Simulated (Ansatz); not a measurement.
C on the N site in wurtzite AlN (start: the N site; 96-site cell, 2×2×2 shifted sampling). The numbers are results of PBE, PAW (plane waves to 420 eV; Ansatz, a first-principles code), not measurements. Total energies of the localised charge states, counted from that of charge 0, and their image corrections (point charge with alignment); the host's valence-band maximum lies at 6.942 eV on the cells' energy zero and its gap is 4.03 eV.

```csv
charge,moment (μB),E − E(first) (eV),correction (eV)
0,1.0,0.000,0.000
−1,not spin-polarised,7.628,0.221
```

**Question.** Derive the transition levels above the valence-band maximum and say which of them are thermodynamic.

**Answer.** A level is the Fermi energy at which two charges have equal formation energy: ε(q/q′) = [E(q′) + corr(q′) − E(q) − corr(q)] / (q − q′) − E_VBM.
ε(0/−1) = [(7.628 + 0.221) − (0.000 + 0.000)] / 1 − 6.942 = 0.91 eV
Thermodynamic levels at least 0.1 eV inside the gap: (0/−1) at 0.91 eV. They hold to tenths of an eV in this cell. Only the charges listed were compared. Charge +1 has its level within 0.1 eV of a band edge or past it. Flagged in the runs: a host whose relaxation on this sampling wasn't shown to rest.
